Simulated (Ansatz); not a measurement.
SiC (model structure, started from the WC type, P-6m2, No. 187, 2 atoms in the cell): properties by level of theory

```json
[
 {"level (code)": "PBE (Ansatz)", "equilibrium lattice constant a (Å)": "…", "lattice parameter c (Å)": "2.575"},
 {"level (code)": "PBEsol (Ansatz)", "equilibrium lattice constant a (Å)": "…", "lattice parameter c (Å)": "2.563"},
 {"level (code)": "PBE-D3(BJ) (Ansatz)", "equilibrium lattice constant a (Å)": "2.827", "lattice parameter c (Å)": "…"},
 {"level (code)": "r²SCAN (Ansatz)", "equilibrium lattice constant a (Å)": "…", "lattice parameter c (Å)": "2.551"}
]
```

Task: What belongs in the gaps?

Result: 
- PBE (Ansatz, a quantum-chemistry and plane-wave program), equilibrium lattice constant a (Å): 2.860
- PBEsol (Ansatz), equilibrium lattice constant a (Å): 2.837
- PBE-D3(BJ) (Ansatz), lattice parameter c (Å): 2.555
- r²SCAN (Ansatz), equilibrium lattice constant a (Å): 2.849

Ansatz's density-functional and Hartree–Fock values are scalar-relativistic unless marked +SOC, with PAW data made under PBE.

Static lattice: no zero-point or thermal effects.

A model structure was made by putting elements into a prototype or built by hand; it is no filed structure, need not be a known phase, and can be a saddle point held by its symmetry.
